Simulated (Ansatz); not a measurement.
The structure below was relaxed with Ansatz (a first-principles code), PBEsol, PAW, cutoff 420 eV, no spin-orbit coupling, at pressure 0.9 GPa.

Space group P6₃/mmc (No. 194); a = 2.7275 Å, b = 2.7275 Å, c = 4.3037 Å, α = 90.00°, β = 90.00°, γ = 120.00°

```
atom  site  symmetry       x       y       z
----  ----  --------  ------  ------  ------
Os      2c      -6m2  0.3333  0.6667  0.2500
```

Write out a cell with all atoms.


```
Os
1.0
    2.72745     0.00000     0.00000
   -1.36373     2.36204     0.00000
    0.00000     0.00000     4.30373
Os
2
Direct
  0.66667   0.33333   0.75000
  0.33333   0.66667   0.25000
```
This is the conventional cell.

Load acts through the strain it causes; cell and atoms are relaxed under it. Stability against distortions was not tested. All final runs are without spin polarisation. The cell was made from Os in the hcp (Mg type) structure (space group P6_3/mmc, No. 194) by this change: pressure 0.9 GPa.
